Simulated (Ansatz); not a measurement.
Functionals compared on a constructed model of the (100) surface of fcc Rh, a pseudomorphic layer of Nb in the host's stacking (bottom of the slab: a bare face, its two planes held), in Ansatz (plane waves, PAW). The structure was relaxed with PBE; the other rows are single points on it. Cutoff 420 eV (500 eV for r2SCAN).

Set-up: 7 atoms, 12.1 Å thick at the start; mesh 14x14x1; 0.1 eV smearing; dipole correction on; 2 atoms held, the rest relaxed; symmetry of the start imposed; no spin, no spin-orbit, no U. It is one candidate, not shown to be the stable structure of the face. These notes are the PBE run's.

```tsv
functional	work function of the top face (eV)	rough cost of the single point
PBE	4.67	–
RPBE	4.52	very roughly 40 core-seconds
r2SCAN	4.72	very roughly 50 core-seconds
```

Ansatz is a quantum-chemistry and plane-wave program.
